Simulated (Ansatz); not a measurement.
Take GeS2 in the 2H-MoS2 type structure (space group P6_3/mmc, No. 194; a = 3.4270 Å, c = 10.6220 Å; a hypothetical phase, not in the database extracts checked; layered, stacked along the Cartesian z axis) as the base. Axes: x lies along a and z along c of the hexagonal cell.

The values are results of Ansatz (an electronic-structure program), PBE-D3(BJ), PAW, cutoff 420 eV, without spin-orbit coupling, not measurements.

For the base:

```
Quantity            Value
---------------  --------
Pressure          0.0 GPa
Volume per atom  18.01 Å³
```

One thing is altered: compressive biaxial strain of 3.47 % in the plane normal to [001], as in epitaxy on a mismatched substrate; the out-of-plane cell vector and the atoms relax.

Question: What does the calculation give for the pressure and volume per atom after the change?

Answer: The pressure (mean of the normal stresses, compression positive) goes from zero to 4.1 GPa; the volume per atom falls by 0.633 Å³ to 17.37 Å³.

Without a gap, meshes like the base's 16×16×5 leave anisotropic stresses uncertain by several tenths of a GPa, and small strain energies with them. Whether these cells are dynamically stable was not tested. The final runs are not spin-polarised.
